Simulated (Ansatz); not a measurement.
**Re (model structure, started from the diamond type, Fd-3m, No. 227, 2 atoms in the cell): bulk modulus B0 by level of theory**

No measured value is used here.

```tsv
level (code)	value (GPa)	cell (Å³/atom)
LDA (Ansatz)	200	21.49
PBE (Ansatz)	178	22.56
PBEsol (Ansatz)	192	21.88
r²SCAN (Ansatz)	190	22.13
```

Density-functional levels without +SOC have no spin–orbit coupling. LDA, PBE, PBEsol, r²SCAN: the run has no spin polarisation, so it can have missed a magnetic state. LDA, PBE, PBEsol, r²SCAN: the bulk modulus is −V dP/dV from two relaxed cells at ±2 % in volume. Each level is taken at its own relaxed cell. Cutoffs differ between the levels. Ansatz's density-functional and Hartree–Fock values are scalar-relativistic unless marked +SOC, with PAW data made under PBE.

A model structure was made by putting elements into a prototype or built by hand; it is no filed structure, need not be a known phase, and can be a saddle point held by its symmetry.

Ansatz is a quantum-chemistry and plane-wave program.
